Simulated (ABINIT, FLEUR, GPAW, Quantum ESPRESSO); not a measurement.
Bulk modulus against equilibrium volume of wurtzite CdSe (space group 186) over programs and functionals

Each row is a third-order Birch-Murnaghan fit to seven to nine volumes of wurtzite CdSe (space group 186) in one program and functional, each with its own basis, cutoff and mesh; V0 is in Å^3/atom and B0 in GPa. Along one equation of state d ln B/d ln V = -B', so if levels differed mainly by where they put the minimum, ln B0 would fall on a line in ln V0 with a slope near -B0'.

| program, functional, potentials | ln V0 | ln B0 | V0 (Å^3/atom) | B0 (GPa) |
|---|---|---|---|---|
| GPAW, LDA, PAW | 3.297 | ? | 27.03 | ? |
| Quantum ESPRESSO, LDA, GBRV | 3.305 | 4.055 | 27.26 | 57.7 |
| FLEUR, LDA, all-electron | 3.306 | 4.057 | 27.28 | 57.8 |
| GPAW, PBEsol, PAW | 3.334 | 3.961 | 28.04 | 52.5 |
| Quantum ESPRESSO, PBEsol, GBRV | 3.342 | 3.948 | 28.26 | 51.8 |
| GPAW, PBE, PAW | 3.389 | 3.809 | 29.63 | 45.1 |
| ABINIT, PBE, PseudoDojo | 3.394 | 3.799 | 29.78 | 44.6 |
| Quantum ESPRESSO, PBE, PSlibrary PAW | 3.397 | 3.802 | 29.88 | 44.8 |
| Quantum ESPRESSO, PBE, GBRV | 3.397 | 3.799 | 29.88 | 44.7 |
| FLEUR, PBE, all-electron | 3.399 | 3.808 | 29.93 | 45.1 |

Q: Fit ln B0 against ln V0 with a straight line, and predict the withheld value at ln V0 = 3.297.

A: With u = ln V0 - 3.363, the rows have u = -0.058000, -0.057000, -0.029000, -0.021000, 0.026000, 0.031000, 0.034000, 0.034000, 0.036000. Means: u -0.00044444, ln B0 3.8931. About the means, the sum of products is -0.036319 and the sum of squares of u is 0.013138; the slope is their ratio. Least squares gives ln B0 = 3.8919 - 2.764·u. Residuals (row less fit): 0.0028, 0.0076, -0.0111, -0.0019, -0.0110, -0.0072, 0.0041, 0.0011, 0.0156; standard error 0.0095 (degrees of freedom: 7). The slope is -2.8; the rows' own B0' run from 4.5 to 4.7, so the line is flatter than -B0': at one and the same volume the levels with the larger V0 are the stiffer ones. At the withheld row, u = -0.066000, so ln B0 = 3.8919 - 2.764 × (-0.066000) = 4.0743. The calculation gives 4.064, 0.0103 below the prediction (3.9 % of the range of ln B0 in the table). The row lies outside the fitted rows, so this is an extrapolation. From the scatter of the fitted rows alone, a prediction at this place has a standard error of 0.0113, so the miss is 0.9 times that.

The shape of the cell and the inner coordinates aren't relaxed, so V0 and B0 belong to this uniform scaling; a relaxed crystal lies no higher in energy and is usually softer. The runs keep the symmetry of the cell, so they don't test it for distortions. FLEUR's values depend on its sphere radii, cutoffs and local orbitals, which need not be converged. Spin polarisation is off; occupations are Fermi-Dirac, smeared by 0.05 eV in metals and 0.01 eV otherwise. Cutoffs and mesh are single choices, not tested for convergence of this quantity. No row is a reference.
